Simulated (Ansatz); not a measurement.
Candidates (primitive cells; geometry: relaxed with this functional, without spin-orbit coupling):
A. LuZn (Pm-3m), a = b = c = 3.432 Å, α = β = γ = 90.00°
B. MgTl (Pm-3m), a = b = c = 3.6137 Å, α = β = γ = 90.00°
C. LuPd (Pm-3m), a = b = c = 3.392 Å, α = β = γ = 90.00°
D. PdCu (Pm-3m), a = b = c = 2.9617 Å, α = β = γ = 90.00°

Order them by electron-phonon coupling λ (lowest first) at the level PBEsol, DFPT electron-phonon coupling, linearised Boltzmann equation in Ansatz (a program for electronic structure).

D (0.122), C (0.29), A (0.45), B (0.70)

Metals; harmonic phonons. Halving the electron mesh moves these values by up to 3 %; q meshes are mostly untested. Some of the runs warned that the eigensolver left states short of its tolerance. Spin-orbit coupling is left out.

Formula and space group known from diffraction (Crystallography Open Database), not checked to be the room-temperature form: LuPd (Pm-3m), LuZn (Pm-3m), MgTl (Pm-3m), PdCu (Pm-3m). The missing spin-orbit coupling matters most for LuPd (Pm-3m), LuZn (Pm-3m), MgTl (Pm-3m).
